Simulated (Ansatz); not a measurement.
Take TiAl (space group P4/mmm, No. 123; a = 2.8127 Å, c = 4.0619 Å; relaxed with 0.1 eV smearing) as the base.

Computed with r2SCAN (Ansatz, a quantum-chemistry and plane-wave program, PAW, spin-orbit coupling left out), earlier PAW set.

Before the change:

| Quantity | Result |
|---|---|
| Pressure | 0.0 GPa |

Perturbation: an isotropic linear strain of −0.36 %; the atoms relax in the strained cell.

Task: How does this affect the energy relative to the base?

Result: The energy goes up by 0.7 meV/atom.

Task: What does the calculation give for the pressure after the change?

Result: The pressure (mean of the normal stresses, compression positive) goes from zero to 1.3 GPa.

Whether these cells are dynamically stable was not tested. The final runs are not spin-polarised.
